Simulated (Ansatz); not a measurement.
Ge well of 12 atomic layers along [001] in random Si0.3Ge0.7, interfaces sharp

Prepared with Tersoff's 1989 multicomponent potential (SiCGe.tersoff) in LAMMPS: minimisation. Geometry as solved with PBE, support functions at accuracy medium on the grid of 370 eV (Ansatz, a quantum-chemistry and plane-wave program).

```xyz
648
Lattice="17.02 0.00 0.00 0.00 17.02 0.00 0.00 0.00 51.59" Properties=species:S:1:pos:R:3 pbc="T T T"
Si     0.03     0.03     0.01
Si     1.42     1.40     1.38
Si     2.81     2.80     0.02
Ge     4.22     4.23     1.39
Ge     2.81     0.01     2.85
Si     4.22     1.42     4.29
Ge     0.02     2.77     2.85
Ge     1.43     4.24     4.27
Si     0.01     0.04     5.69
Si     1.37     1.42     7.10
Ge     2.84     2.82     5.74
Si     4.23     4.29     7.14
Ge     2.81     0.02     8.49
Ge     4.22     1.45     9.96
Si     0.03     2.81     8.50
Ge     1.45     4.22     9.93
Ge    -0.01     0.00    11.39
Ge     1.41     1.47    12.81
Si     2.82     2.84    11.38
Ge     4.25     4.21    12.80
Ge     2.86     0.05    14.25
Si     4.29     1.45    15.64
Si    -0.01     2.84    14.23
Ge     1.40     4.24    15.62
Ge     0.00     0.00    17.09
Ge     1.43     1.42    18.52
Ge     2.87     2.82    17.05
Ge     4.25     4.25    18.53
Ge     2.84    -0.01    19.97
Ge     4.25     1.41    21.44
Ge     0.01     2.84    19.99
Ge     1.42     4.26    21.45
Ge     0.00     0.00    22.90
Ge     1.42     1.42    24.36
Ge     2.84     2.83    22.90
Ge     4.25     4.25    24.36
Ge     2.84     0.00    25.82
Ge     4.26     1.42    27.27
Ge     0.00     2.83    25.82
Ge     1.42     4.25    27.28
Ge     0.00     0.00    28.74
Ge     1.43     1.41    30.20
Ge     2.85     2.83    28.74
Ge     4.27     4.25    30.20
Ge     2.85     0.01    31.67
Ge     4.26     1.42    33.16
Ge     0.02     2.83    31.65
Ge     1.46     4.21    33.13
Ge     0.03     0.01    34.56
Si     1.45     1.44    35.94
Si     2.84     2.82    34.58
Si     4.23     4.22    35.94
Ge     2.78    -0.02    37.36
Ge     4.26     1.35    38.83
Ge     0.01     2.80    37.34
Ge     1.43     4.23    38.78
Ge     0.00    -0.03    40.18
Ge     1.41     1.40    41.65
Ge     2.86     2.83    40.23
Ge     4.29     4.30    41.62
Ge     2.84    -0.08    43.04
Ge     4.23     1.40    44.46
Si     0.00     2.82    43.04
Ge     1.39     4.24    44.46
Si     0.05    -0.01    45.87
Si     1.41     1.35    47.30
Ge     2.79     2.79    45.92
Ge     4.27     4.23    47.32
Si     2.81     0.04    48.70
Ge     4.21     1.44    50.13
Ge     0.03     2.78    48.71
Ge     1.44     4.21    50.18
Ge     0.00     5.65     0.02
Ge     1.39     7.11     1.45
Ge     2.84     8.51     0.00
Ge     4.27     9.91     1.45
Ge     2.85     5.70     2.86
Si     4.25     7.09     4.28
Si    -0.02     8.50     2.86
Ge     1.38     9.89     4.26
Ge     0.01     5.68     5.69
Ge     1.47     7.07     7.14
Ge     2.88     8.52     5.69
Si     4.24     9.97     7.11
Si     2.85     5.65     8.53
Ge     4.19     7.10     9.97
Ge     0.04     8.54     8.56
Si     1.48     9.92     9.95
Ge     0.04     5.70    11.38
Si     1.42     7.16    12.77
Si     2.81     8.54    11.40
Si     4.20     9.93    12.79
Ge     2.81     5.71    14.17
Ge     4.26     7.10    15.64
Si     0.03     8.49    14.18
Ge     1.42     9.92    15.59
Ge     0.00     5.67    17.08
Ge     1.42     7.09    18.54
Ge     2.82     8.51    17.08
Ge     4.26     9.93    18.52
Ge     2.84     5.67    19.99
Ge     4.25     7.09    21.45
Ge     0.00     8.51    20.00
Ge     1.43     9.93    21.45
Ge     0.00     5.67    22.91
Ge     1.42     7.09    24.36
Ge     2.84     8.51    22.91
Ge     4.26     9.93    24.36
Ge     2.84     5.67    25.82
Ge     4.26     7.09    27.28
Ge     0.00     8.51    25.82
Ge     1.42     9.93    27.28
Ge     0.00     5.67    28.74
Ge     1.42     7.08    30.20
Ge     2.84     8.51    28.74
Ge     4.25     9.93    30.19
Ge     2.84     5.66    31.65
Ge     4.27     7.08    33.10
Ge     0.00     8.52    31.63
Ge     1.40     9.95    33.09
Ge     0.01     5.67    34.52
Ge     1.40     7.12    35.97
Ge     2.83     8.52    34.52
Ge     4.26     9.93    35.96
Ge     2.86     5.65    37.35
Ge     4.29     7.07    38.81
Si    -0.01     8.54    37.36
Ge     1.38     9.94    38.79
Ge    -0.01     5.66    40.21
Ge     1.41     7.11    41.65
Ge     2.85     8.54    40.23
Si     4.27     9.95    41.63
Ge     2.85     5.71    43.09
Si     4.22     7.13    44.50
Ge    -0.04     8.55    43.06
Ge     1.46     9.92    44.51
Ge     0.00     5.74    45.88
Si     1.46     7.10    47.27
Si     2.87     8.49    45.93
Si     4.25     9.90    47.29
Ge     2.83     5.69    48.71
Ge     4.28     7.13    50.12
Ge     0.04     8.47    48.70
Ge     1.43     9.94    50.14
Ge     0.01    11.36     0.01
Ge     1.42    12.80     1.46
Ge     2.84    14.23     0.02
Si     4.23    15.62     1.44
Ge     2.84    11.34     2.87
Ge     4.26    12.77     4.32
Ge     0.00    14.22     2.93
Si     1.40    15.66     4.32
Ge    -0.05    11.35     5.67
Ge     1.41    12.73     7.14
Ge     2.81    14.24     5.72
Si     4.23    15.63     7.12
Si     2.83    11.29     8.53
Ge     4.22    12.73     9.92
Ge    -0.04    14.17     8.55
Ge     1.41    15.60     9.96
Ge     0.04    11.32    11.34
Ge     1.44    12.73    12.83
Ge     2.83    14.17    11.38
Ge     4.25    15.60    12.81
Si     2.87    11.32    14.21
Si     4.23    12.70    15.62
Ge    -0.02    14.16    14.25
Ge     1.44    15.60    15.66
Ge    -0.02    11.35    17.04
Ge     1.41    12.75    18.52
Ge     2.87    14.13    17.06
Ge     4.26    15.59    18.51
Ge     2.84    11.34    19.98
Ge     4.25    12.77    21.44
Ge     0.01    14.18    19.98
Ge     1.42    15.60    21.44
Ge     0.00    11.35    22.90
Ge     1.42    12.76    24.36
Ge     2.84    14.18    22.90
Ge     4.26    15.60    24.36
Ge     2.84    11.35    25.82
Ge     4.25    12.77    27.28
Ge     0.00    14.19    25.81
Ge     1.42    15.60    27.27
Ge     0.00    11.35    28.73
Ge     1.41    12.77    30.19
Ge     2.83    14.19    28.74
Ge     4.25    15.61    30.19
Ge     2.83    11.36    31.64
Ge     4.22    12.79    33.11
Ge     0.00    14.18    31.66
Ge     1.44    15.58    33.12
Ge    -0.02    11.35    34.58
Ge     1.42    12.83    35.98
Si     2.84    14.19    34.53
Ge     4.26    15.60    35.92
Ge     2.86    11.39    37.41
Si     4.27    12.78    38.82
Si    -0.01    14.19    37.43
Si     1.39    15.58    38.77
Ge    -0.06    11.37    40.24
Ge     1.44    12.78    41.65
Ge     2.86    14.22    40.18
Si     4.30    15.57    41.62
Ge     2.90    11.35    43.06
Si     4.28    12.79    44.45
Ge     0.00    14.21    43.09
Si     1.41    15.61    44.50
Ge     0.02    11.38    45.92
Si     1.44    12.78    47.30
Ge     2.82    14.17    45.86
Ge     4.22    15.62    47.33
Ge     2.85    11.35    48.67
Ge     4.26    12.77    50.17
Ge     0.04    14.19    48.70
Ge     1.43    15.68    50.15
Ge     5.63    -0.04    -0.02
Ge     7.06     1.41     1.41
Ge     8.47     2.88    -0.01
Ge     9.92     4.26     1.48
Ge     8.53     0.01     2.83
Ge     9.97     1.45     4.25
Ge     5.63     2.81     2.87
Ge     7.08     4.28     4.25
Ge     5.62     0.01     5.69
Ge     7.07     1.45     7.12
Ge     8.53     2.86     5.69
Ge     9.99     4.25     7.13
Ge     8.53     0.03     8.55
Si     9.95     1.44     9.94
Ge     5.66     2.91     8.55
Si     7.10     4.27     9.95
Ge     5.66     0.01    11.38
Ge     7.07     1.45    12.82
Ge     8.50     2.84    11.33
Ge     9.91     4.26    12.79
Ge     8.53    -0.03    14.19
Ge     9.93     1.42    15.65
Si     5.66     2.84    14.27
Si     7.04     4.22    15.64
Ge     5.65     0.04    17.07
Ge     7.09     1.42    18.54
Ge     8.47     2.85    17.06
Ge     9.92     4.25    18.52
Ge     8.51     0.00    19.99
Ge     9.93     1.42    21.45
Ge     5.67     2.84    20.00
Ge     7.09     4.26    21.44
Ge     5.67     0.00    22.90
Ge     7.09     1.42    24.36
Ge     8.51     2.84    22.90
Ge     9.93     4.26    24.36
Ge     8.51     0.00    25.82
Ge     9.93     1.42    27.28
Ge     5.67     2.84    25.81
Ge     7.09     4.25    27.27
Ge     5.67     0.00    28.73
Ge     7.08     1.42    30.19
Ge     8.50     2.84    28.73
Ge     9.92     4.26    30.18
Ge     8.50     0.01    31.66
Ge     9.91     1.45    33.11
Ge     5.68     2.83    31.68
Ge     7.12     4.22    33.14
Si     5.68     0.00    34.54
Ge     7.12     1.39    35.95
Si     8.53     2.83    34.56
Si     9.90     4.22    35.94
Si     8.46    -0.03    37.43
Ge     9.92     1.36    38.81
Ge     5.64     2.82    37.36
Ge     7.07     4.27    38.79
Si     5.68    -0.06    40.23
Ge     7.08     1.38    41.61
Ge     8.52     2.85    40.22
Si     9.95     4.26    41.61
Ge     8.54    -0.05    43.03
Ge     9.97     1.38    44.48
Ge     5.67     2.82    43.04
Ge     7.11     4.26    44.45
Ge     5.67     0.00    45.89
Ge     7.06     1.45    47.36
Ge     8.53     2.83    45.90
Ge     9.95     4.28    47.31
Ge     8.49    -0.01    48.76
Ge     9.92     1.43    50.18
Si     5.67     2.86    48.77
Si     7.07     4.23    50.12
Ge     5.70     5.65    -0.04
Ge     7.14     7.07     1.42
Si     8.50     8.50    -0.01
Ge     9.89     9.90     1.42
Si     8.52     5.68     2.86
Ge     9.94     7.03     4.31
Ge     5.68     8.46     2.89
Ge     7.06     9.94     4.34
Ge     5.62     5.68     5.70
Ge     7.08     7.10     7.13
Ge     8.56     8.53     5.75
Si    10.00     9.93     7.14
Ge     8.52     5.67     8.56
Ge     9.98     7.15     9.92
Ge     5.62     8.54     8.52
Ge     7.08     9.93     9.96
Ge     5.68     5.66    11.36
Ge     7.08     7.10    12.80
Ge     8.53     8.52    11.38
Ge     9.92     9.97    12.82
Ge     8.46     5.64    14.26
Ge     9.90     7.09    15.67
Ge     5.66     8.57    14.21
Si     7.09     9.96    15.62
Ge     5.69     5.64    17.07
Ge     7.08     7.09    18.52
Ge     8.46     8.55    17.06
Ge     9.91     9.94    18.53
Ge     8.51     5.68    19.98
Ge     9.93     7.09    21.44
Ge     5.66     8.50    19.98
Ge     7.09     9.92    21.44
Ge     5.67     5.68    22.90
Ge     7.09     7.09    24.36
Ge     8.51     8.51    22.90
Ge     9.93     9.93    24.36
Ge     8.51     5.67    25.82
Ge     9.93     7.09    27.27
Ge     5.68     8.51    25.82
Ge     7.09     9.93    27.28
Ge     5.67     5.67    28.73
Ge     7.09     7.08    30.19
Ge     8.51     8.50    28.74
Ge     9.93     9.93    30.19
Ge     8.50     5.66    31.65
Ge     9.92     7.09    33.09
Ge     5.67     8.50    31.64
Ge     7.09     9.93    33.09
Ge     5.67     5.64    34.58
Si     7.09     7.07    35.95
Ge     8.48     8.49    34.55
Ge     9.91     9.94    35.99
Ge     8.52     5.67    37.33
Ge     9.93     7.08    38.85
Ge     5.72     8.49    37.36
Ge     7.14     9.94    38.80
Si     5.69     5.68    40.20
Ge     7.09     7.10    41.59
Si     8.51     8.51    40.22
Ge     9.87     9.94    41.63
Ge     8.55     5.67    43.02
Ge     9.93     7.11    44.52
Ge     5.63     8.51    43.05
Ge     7.12     9.94    44.44
Ge     5.65     5.70    45.86
Ge     7.06     7.16    47.29
Si     8.49     8.53    45.88
Ge     9.90     9.94    47.28
Ge     8.46     5.67    48.74
Ge     9.89     7.09    50.19
Si     5.65     8.56    48.69
Ge     7.11     9.90    50.12
Ge     5.69    11.33    -0.01
Ge     7.09    12.78     1.42
Ge     8.48    14.20    -0.05
Ge     9.94    15.57     1.41
Ge     8.49    11.34     2.88
Ge     9.98    12.72     4.31
Ge     5.64    14.21     2.83
Ge     7.08    15.62     4.26
Si     5.63    11.33     5.74
Ge     7.08    12.73     7.10
Ge     8.50    14.17     5.68
Ge     9.93    15.58     7.12
Ge     8.57    11.34     8.55
Si     9.96    12.76     9.96
Ge     5.64    14.20     8.51
Ge     7.10    15.60     9.96
Ge     5.63    11.32    11.40
Ge     7.11    12.72    12.83
Ge     8.55    14.15    11.38
Si     9.93    15.59    12.76
Si     8.49    11.32    14.25
Ge     9.91    12.76    15.62
Ge     5.65    14.14    14.26
Ge     7.08    15.60    15.66
Ge     5.67    11.34    17.03
Ge     7.08    12.76    18.52
Ge     8.52    14.18    17.10
Ge     9.94    15.60    18.55
Ge     8.50    11.35    19.99
Ge     9.92    12.76    21.45
Ge     5.68    14.19    19.98
Ge     7.09    15.60    21.44
Ge     5.67    11.35    22.90
Ge     7.09    12.76    24.36
Ge     8.51    14.18    22.91
Ge     9.93    15.60    24.36
Ge     8.51    11.35    25.82
Ge     9.92    12.77    27.28
Ge     5.67    14.18    25.82
Ge     7.09    15.60    27.28
Ge     5.67    11.35    28.74
Ge     7.08    12.77    30.20
Ge     8.51    14.19    28.75
Ge     9.93    15.61    30.21
Ge     8.51    11.35    31.64
Ge     9.92    12.78    33.08
Ge     5.66    14.19    31.65
Ge     7.05    15.63    33.11
Ge     5.67    11.36    34.53
Ge     7.11    12.75    35.99
Ge     8.49    14.20    34.54
Ge     9.88    15.63    36.00
Si     8.51    11.35    37.39
Ge     9.90    12.76    38.79
Ge     5.68    14.19    37.43
Si     7.08    15.63    38.83
Ge     5.68    11.38    40.25
Si     7.07    12.79    41.68
Ge     8.49    14.22    40.25
Si     9.97    15.62    41.60
Si     8.47    11.38    43.00
Ge     9.92    12.74    44.39
Si     5.64    14.15    43.02
Ge     7.06    15.55    44.43
Ge     5.63    11.35    45.88
Ge     7.10    12.73    47.35
Ge     8.51    14.15    45.87
Ge     9.93    15.63    47.27
Si     8.51    11.32    48.72
Ge     9.91    12.74    50.12
Ge     5.69    14.21    48.76
Si     7.08    15.61    50.16
Ge    11.37     0.02     0.03
Ge    12.76     1.48     1.49
Ge    14.16     2.85    -0.02
Ge    15.59     4.23     1.45
Ge    14.23     0.03     2.89
Si    15.65     1.40     4.31
Si    11.37     2.89     2.90
Si    12.74     4.25     4.31
Ge    11.36    -0.01     5.70
Ge    12.77     1.40     7.16
Ge    14.19     2.82     5.67
Ge    15.63     4.23     7.12
Si    14.20    -0.01     8.54
Ge    15.62     1.42     9.90
Si    11.34     2.80     8.56
Ge    12.74     4.23     9.93
Ge    11.32     0.00    11.35
Ge    12.79     1.39    12.80
Ge    14.21     2.84    11.36
Ge    15.62     4.27    12.84
Si    14.19    -0.01    14.21
Ge    15.61     1.40    15.60
Ge    11.37     2.85    14.21
Ge    12.80     4.30    15.63
Ge    11.36    -0.01    17.09
Ge    12.77     1.42    18.53
Ge    14.19     2.84    17.07
Ge    15.60     4.25    18.54
Ge    14.18     0.00    19.99
Ge    15.61     1.42    21.44
Ge    11.34     2.83    19.98
Ge    12.76     4.25    21.44
Ge    11.35     0.00    22.91
Ge    12.77     1.42    24.36
Ge    14.18     2.84    22.90
Ge    15.60     4.25    24.36
Ge    14.19     0.00    25.82
Ge    15.60     1.42    27.28
Ge    11.35     2.84    25.82
Ge    12.77     4.25    27.28
Ge    11.34     0.00    28.73
Ge    12.76     1.41    30.20
Ge    14.19     2.83    28.75
Ge    15.61     4.26    30.20
Ge    14.18    -0.01    31.65
Ge    15.62     1.40    33.09
Ge    11.34     2.84    31.63
Ge    12.76     4.25    33.08
Ge    11.33     0.00    34.54
Ge    12.78     1.39    35.98
Ge    14.19     2.82    34.52
Ge    15.60     4.26    35.95
Si    14.17    -0.02    37.40
Ge    15.55     1.41    38.78
Ge    11.32     2.84    37.37
Ge    12.74     4.24    38.87
Si    11.36     0.00    40.25
Si    12.75     1.40    41.60
Si    14.14     2.78    40.23
Ge    15.58     4.18    41.63
Ge    14.14    -0.01    43.04
Ge    15.66     1.40    44.45
Ge    11.35     2.84    42.99
Ge    12.74     4.27    44.48
Si    11.39    -0.02    45.88
Ge    12.79     1.36    47.32
Ge    14.20     2.82    45.88
Ge    15.62     4.26    47.31
Si    14.22    -0.03    48.72
Ge    15.60     1.37    50.16
Ge    11.38     2.84    48.75
Si    12.76     4.25    50.16
Ge    11.35     5.64    -0.01
Ge    12.78     7.08     1.43
Ge    14.20     8.52     0.00
Ge    15.62     9.93     1.46
Ge    14.16     5.64     2.90
Ge    15.58     7.13     4.30
Ge    11.34     8.50     2.87
Ge    12.76     9.94     4.34
Si    11.40     5.67     5.72
Si    12.75     7.12     7.08
Si    14.15     8.50     5.73
Ge    15.54     9.93     7.14
Ge    14.15     5.69     8.49
Ge    15.60     7.10     9.95
Si    11.40     8.53     8.48
Si    12.75     9.92     9.90
Ge    11.35     5.69    11.37
Ge    12.80     7.08    12.81
Ge    14.16     8.55    11.34
Ge    15.63     9.91    12.80
Si    14.21     5.69    14.22
Ge    15.63     7.10    15.60
Ge    11.35     8.50    14.23
Ge    12.78     9.95    15.65
Ge    11.35     5.68    17.10
Ge    12.78     7.10    18.54
Ge    14.21     8.51    17.07
Ge    15.61     9.93    18.53
Ge    14.18     5.67    19.99
Ge    15.60     7.09    21.45
Ge    11.34     8.52    19.98
Ge    12.76     9.93    21.44
Ge    11.35     5.67    22.90
Ge    12.76     7.09    24.36
Ge    14.18     8.51    22.90
Ge    15.60     9.93    24.36
Ge    14.18     5.67    25.82
Ge    15.60     7.09    27.28
Ge    11.34     8.51    25.81
Ge    12.76     9.93    27.27
Ge    11.34     5.67    28.73
Ge    12.76     7.09    30.18
Ge    14.18     8.52    28.73
Ge    15.60     9.94    30.19
Ge    14.18     5.68    31.64
Ge    15.61     7.10    33.08
Ge    11.35     8.50    31.65
Ge    12.77     9.93    33.10
Ge    11.31     5.64    34.55
Ge    12.75     7.09    35.97
Ge    14.22     8.53    34.57
Si    15.63     9.92    36.00
Ge    14.18     5.67    37.41
Ge    15.62     7.15    38.79
Ge    11.38     8.54    37.43
Si    12.79     9.96    38.81
Si    11.32     5.65    40.25
Ge    12.74     7.08    41.62
Ge    14.18     8.57    40.23
Si    15.56     9.98    41.68
Ge    14.21     5.68    43.07
Si    15.60     7.11    44.45
Ge    11.35     8.55    43.08
Si    12.80     9.95    44.42
Si    11.33     5.67    45.89
Ge    12.74     7.07    47.28
Ge    14.17     8.51    45.82
Ge    15.61     9.91    47.29
Ge    14.15     5.65    48.75
Ge    15.61     7.07    50.15
Ge    11.32     8.50    48.72
Ge    12.76     9.93    50.15
Ge    11.35    11.37     0.03
Si    12.79    12.76     1.42
Ge    14.19    14.18     0.02
Ge    15.65    15.64     1.42
Ge    14.18    11.39     2.88
Si    15.60    12.79     4.28
Ge    11.38    14.14     2.83
Ge    12.79    15.58     4.27
Si    11.37    11.33     5.77
Si    12.77    12.69     7.13
Ge    14.18    14.12     5.73
Ge    15.61    15.64     7.10
Si    14.12    11.33     8.55
Ge    15.53    12.74     9.96
Ge    11.37    14.13     8.53
Ge    12.81    15.58     9.95
Ge    11.38    11.36    11.34
Si    12.79    12.78    12.75
Si    14.16    14.16    11.40
Ge    15.56    15.58    12.80
Ge    14.20    11.40    14.21
Si    15.60    12.77    15.66
Ge    11.35    14.18    14.15
Ge    12.78    15.60    15.62
Ge    11.34    11.36    17.09
Ge    12.77    12.77    18.54
Ge    14.20    14.17    17.07
Ge    15.60    15.60    18.54
Ge    14.19    11.35    19.99
Ge    15.60    12.76    21.44
Ge    11.35    14.19    20.00
Ge    12.77    15.61    21.45
Ge    11.34    11.35    22.90
Ge    12.76    12.77    24.36
Ge    14.19    14.18    22.90
Ge    15.60    15.60    24.36
Ge    14.18    11.35    25.81
Ge    15.60    12.77    27.27
Ge    11.35    14.18    25.82
Ge    12.77    15.60    27.28
Ge    11.35    11.34    28.73
Ge    12.77    12.77    30.18
Ge    14.19    14.18    28.73
Ge    15.61    15.60    30.20
Ge    14.18    11.36    31.65
Ge    15.58    12.79    33.13
Ge    11.36    14.19    31.64
Ge    12.78    15.58    33.13
Ge    11.34    11.36    34.53
Ge    12.80    12.79    35.94
Si    14.20    14.20    34.55
Ge    15.59    15.59    36.01
Ge    14.23    11.35    37.40
Si    15.61    12.81    38.80
Ge    11.35    14.20    37.39
Ge    12.79    15.61    38.85
Ge    11.36    11.34    40.20
Ge    12.83    12.76    41.62
Si    14.22    14.15    40.18
Ge    15.57    15.57    41.61
Si    14.18    11.33    43.06
Ge    15.56    12.77    44.47
Ge    11.38    14.23    43.03
Si    12.76    15.61    44.50
Ge    11.38    11.33    45.83
Ge    12.79    12.81    47.25
Si    14.16    14.23    45.84
Ge    15.61    15.62    47.25
Ge    14.19    11.35    48.71
Ge    15.62    12.77    50.15
Ge    11.35    14.20    48.71
Ge    12.80    15.62    50.14
```
